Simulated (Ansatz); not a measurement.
The starting structures come from a database of crystals and need not be the phases stable at ambient conditions.

Tunnelling through a barrier is set by its complex band structure: the current falls as exp(−2κd) with the smallest κ.

Data:

```
CELL_PARAMETERS angstrom
      6.62176     0.00000     0.00000
      0.32235    11.40172     0.00000
     -3.14971     5.70086     3.79072
ATOMIC_POSITIONS crystal
  Ag 0.74100 0.29188 0.00000
  Ag 0.21212 0.58833 0.00000
  Ag 0.00517 0.00062 0.00000
  P  0.23368 0.81014 0.00000
  P  0.56097 0.49117 0.00000
  P  0.64486 0.08305 0.00000
  P  0.26640 0.26431 0.51258
  P  0.75382 0.77689 0.48742
  P  0.88780 0.61310 0.29794
  P  0.58986 0.91104 0.70206
  P  0.66031 0.61116 0.44370
  P  0.21661 0.05486 0.55630
  P  0.91409 0.35154 0.45638
  P  0.45771 0.80792 0.54362
```

Space group of this cell: Cm. The cell is taken as given; by PBEsol its mean pressure is -1.2 GPa.

Transport runs along the normal of the first two printed cell vectors.

The gap is the functional's own. No spin-orbit coupling. Mid-gap values are interpolated on the energy grid.

Question: Give the band gap and the smallest decay constant κ at mid-gap that PBEsol (Ansatz, a program for electronic structure) yields.

Answer: Gap 0.76 eV on a 8×8×8 mesh; κ = 0.152 1/Å, at the zone centre.
